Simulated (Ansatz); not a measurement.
Here is the system:

```xyz
5
Lattice="3.7752 0.0000 0.0000 -1.8876 3.2694 0.0000 0.0000 0.0000 5.1408" Properties=species:S:1:pos:R:3 pbc="T T T"
La     0.0000     2.1796     1.1574
La     1.8876     1.0898     3.9833
O      0.0000     0.0000     0.0000
O      0.0000     2.1796     3.4036
O      1.8876     1.0898     1.7372
```

No spin polarisation.

Method: PBE (Ansatz, a first-principles code, PAW, scalar-relativistic without spin-orbit coupling). k-mesh 10×10×6 (Γ-centred); smearing 0.05 eV (Fermi–Dirac).

### Question
Predict the band gap, electron mass, gap character and smallest direct gap.

### Answer
```json
{
 "band_gap": "3.70 eV",
 "electron_mass": "1.1 mₑ along c, 1.0 mₑ across (at K)",
 "gap_character": "indirect, L → K",
 "smallest_direct_gap": "3.85 eV"
}
```

Load acts through the strain it causes; cell and atoms are relaxed under it. Effective masses come from finite differences of ±0.01 Å⁻¹. Stability against distortions was not tested. No other phases were tried under pressure. The cell was made from La₂O₃ (space group P-3m1, No. 164) by this change: pressure 50 GPa.
